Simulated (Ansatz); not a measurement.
The reference is NaI in the zinc blende structure (space group F-43m, No. 216; a hypothetical phase, not in the database extracts checked).

```
NaI
1.0
    0.00000     3.54397     3.54397
    3.54397     0.00000     3.54397
    3.54397     3.54397     0.00000
I Na
1 1
Direct
  0.75000   0.75000   0.75000
  0.00000   0.00000   0.00000
```

Cartesian axes are those of the cell as printed.

The values are results of r2SCAN (Ansatz, a first-principles code, PAW, scalar-relativistic without spin-orbit coupling), not measurements.

Base values:

| Quantity | Value |
|---|---|
| Band gap | 4.42 eV |
| Valence-band top at Γ | 0.00, 0.00, 0.00 eV |
| Electron mass | 0.36 mₑ (at Γ) |
| Gap character | direct at Γ |

The change: uniaxial stress, 1 GPa compression along z, with the cell and atoms free to relax against it.

Problem. Predict the new band gap, valence-band top at Γ, electron mass and gap character.

Solution. The band gap drops by 0.74 eV (4.42 eV → 3.68 eV); the valence-band top at Γ (three highest levels, from the VBM) changes from 0.00, 0.00, 0.00 eV to 0.00, -0.70, -0.70 eV; the electron mass changes from 0.36 mₑ (at Γ) to 0.34 mₑ along z, 0.29 mₑ across (at Γ); the gap character remains direct at Γ.

Spin-orbit coupling, missing from the scalar runs, can matter with I. Load acts through the strain it causes; cell and atoms are relaxed under it. Masses are band curvatures over ±0.01 Å⁻¹ around the edge. Stability under load was not tested beyond the relaxation. Under uniaxial stress, 1 GPa compression along z the cell changed shape so far that it is another structure. Labels are those of the standard path for the cell's own space group.
